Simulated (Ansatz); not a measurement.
Take Pt in the fcc (Cu type) structure (space group Fm-3m, No. 225; a = 3.9198 Å; relaxed with 0.1 eV smearing) as the base. Axes: x, y, z lie along the cube axes.

The values are results of Ansatz (an electronic-structure program), PBEsol, PAW, cutoff 420 eV, scalar-relativistic without spin-orbit coupling, not measurements.

Strains are applied to the cell and any free atomic positions relax; under biaxial strain the out-of-plane vector relaxes too.

One change was made to it. Results:

The pressure (mean of the normal stresses, compression positive) goes from zero to 3.4 GPa; the energy grows by 5.8 meV/atom.

Problem. Which change produced these results?
A) biaxial strain −2.50 %, plane normal [111], relaxed out of plane
B) biaxial strain −1.25 %, plane normal [111], relaxed out of plane
C) biaxial strain −2.08 %, plane normal [111], relaxed out of plane
D) biaxial strain +0.42 %, plane normal [111], relaxed out of plane

Solution. B, biaxial strain −1.25 %, plane normal [111], relaxed out of plane. For comparison, the energy relative to the base in the other runs: biaxial strain +0.42 %, plane normal [111], relaxed out of plane gives +0.6 meV/atom; biaxial strain −2.08 %, plane normal [111], relaxed out of plane gives +17 meV/atom; biaxial strain −2.50 %, plane normal [111], relaxed out of plane gives +25 meV/atom.

No phonon test of stability was made. All final runs are without spin polarisation.
